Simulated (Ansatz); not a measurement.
# Fermi-surface data of Re (P6_3/mmc)

```
Re
1.0
    2.75130     0.00000     0.00000
   -1.37565     2.38270     0.00000
    0.00000     0.00000     8.87838
Re
4
Cartesian
  0.00000   0.00000   0.00000
  0.00000   0.00000   4.43919
  0.00000   1.58847   2.21959
  1.37565   0.79423   6.65878
```

Computed with PBEsol, rigid bands (plane waves, PAW, scalar-relativistic; Ansatz, a program for electronic structure). Geometry: cell and atoms relaxed with PBEsol.

The density of states at the Fermi level is 2.74 states/(eV·cell), both spins. The bare Sommerfeld coefficient is 1.62 mJ/(mol of atoms·K²) and the drude plasma energy comes out as 7.0 (x), 7.0 (y), 6.2 (z) eV. The root-mean-square Fermi velocity is 6.1e5 m/s and the resistivity times τ comes out as 10.0 (x), 10.0 (y), 12.7 (z) ×10⁻²² Ω·m·s.

A metal at this level (no band gap); rigid bands, thermally averaged at 300 K, both spins. Spin-orbit coupling is left out, which matters with elements this heavy. τ is one relaxation time for all states.

Re (P6_3/mmc) is not the form stable at room temperature and pressure; it is a metastable, high-pressure, high- or low-temperature or hypothetical form.
